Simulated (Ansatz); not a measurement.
Structure of amorphous Ta18O18N18 (periodic cell):

```xyz
54
Lattice="9.0481 0.0000 0.0000 0.0000 9.0481 0.0000 0.0000 0.0000 9.0481" Properties=species:S:1:pos:R:3 pbc="T T T"
Ta     2.6586     1.8097     1.7372
Ta     2.7400     7.6283     1.3854
Ta     5.7710     0.7519     0.8076
Ta     5.6508     2.9533     3.1215
Ta     1.7528     1.3238     5.4998
Ta     5.5260     8.9900     6.3381
Ta     7.6584     0.6037     3.8930
Ta     2.7186     7.4931     6.8455
Ta     8.1848     2.7961     1.0470
Ta     8.6011     0.0184     7.6291
Ta     8.2691     3.7241     4.6622
Ta     8.2481     6.3811     1.1667
Ta     5.9167     6.3502     3.1571
Ta     4.0603     2.7979     7.5448
Ta     3.9320     8.4984     3.8989
Ta     5.2302     6.1891     8.4298
Ta     8.7181     5.6978     7.2192
Ta     0.6357     6.7261     3.8312
O      0.2778     8.6735     3.9402
O      8.4892     4.6320     0.3704
O      2.3408     7.2076     4.8619
O      1.0365     2.7456     1.5890
O      2.5721     2.8368     6.2669
O      1.6123     5.9585     7.2283
O      0.6687     4.6759     4.0677
O      7.5120     0.0329     6.0225
O      5.8169     1.6125     4.4901
O      6.8244     5.9202     7.4600
O      8.6487     6.5849     5.6284
O      3.7995     3.0891     2.7608
O      6.0201     8.5927     8.2498
O      2.5345     1.0147     3.7391
O      5.6188     1.8215     7.0974
O      1.6986     0.1353     1.2355
O      4.6976     7.0973     6.5968
O      8.3491     3.9528     6.5850
N      7.0553     0.1603     2.0586
N      1.1780     6.5230     1.9507
N      6.2801     4.5768     4.0118
N      8.6507     7.4326     8.6621
N      4.4497     4.5423     8.1308
N      3.6569     0.2095     5.8888
N      6.1801     6.1648     1.1923
N      7.8306     2.4961     3.0883
N      3.9517     6.8206     2.8769
N      3.5709     1.9067     0.0546
N      5.8118     8.1302     4.3603
N      4.2457     0.2260     2.0167
N      6.1354     2.6759     1.1688
N      3.4529     7.2844     8.7367
N      9.0185     1.9390     5.1523
N      7.8673     6.6830     3.0983
N      8.2697     1.4754     8.7723
N      1.3867     9.0268     6.9830
```

Method: PBE, scalar-relativistic without spin-orbit coupling (plane waves to 420 eV, PAW; Ansatz, an electronic-structure program).

It comes from a melt-quench run on a machine-learned potential (CHGNet), relaxed afterwards by DFT. O and N atoms were pushed apart under 1.9 Å during the dynamics, to hinder bonds among them. It is the lowest in DFT energy of 2 quenches. It is a model cell: composition and starting density were chosen by hand, and all elements were melted together. No dispersion term was used. Its density started from a set value of 8.51 and ended at 8.51 g/cm³. The quench (nominally 150 K/ps over its main leg) was far faster than any real one, so the model tends to hold more defects than a real film. A cell of this size samples the disorder only roughly. The volume was held where the preparation left it, at a PBE pressure of 4.1 GPa. Stress components on the final sampling reach 5.2 GPa. On a 2×2×2 Γ-centred mesh force components of up to 0.27 eV/Å stay, since the relaxation ran on the zone centre alone.

Cut-offs for bonds: Ta-Ta 3.12 Å, Ta-O 2.34 Å, Ta-N 2.66 Å, O-O 1.58 Å, O-N 1.64 Å, N-N 1.70 Å. Two cations that share two anions don't count as bonded, nor two that share one unless they lie closer than Ta-Ta 3.04 Å.

Task: Give the coordination numbers, mean bond lengths and angles.

Result: 
```
Property                                                                    Value
---------------------------------  ----------------------------------------------
Mean coordination of Ta by anions  5.28 (2 with 4, 10 with 5, 5 with 6, 1 with 7)
Mean coordination of O                                 2.22 (14 with 2, 4 with 3)
Mean coordination of N                       3.06 (3 with 2, 11 with 3, 4 with 4)
Mean Ta-N bond                               2.054 Å (spread 0.150 Å, 55 counted)
Mean Ta-O bond                               1.991 Å (spread 0.101 Å, 40 counted)
Bond angle at Ta                                        mean 104.5°, spread 26.2°
Bond angle at O                                         mean 122.7°, spread 15.2°
Bond angle at N                                         mean 114.8°, spread 21.3°
```

Task: List the pairs of like atoms that count as bonded by the rules above.

Result: There are none by these rules.
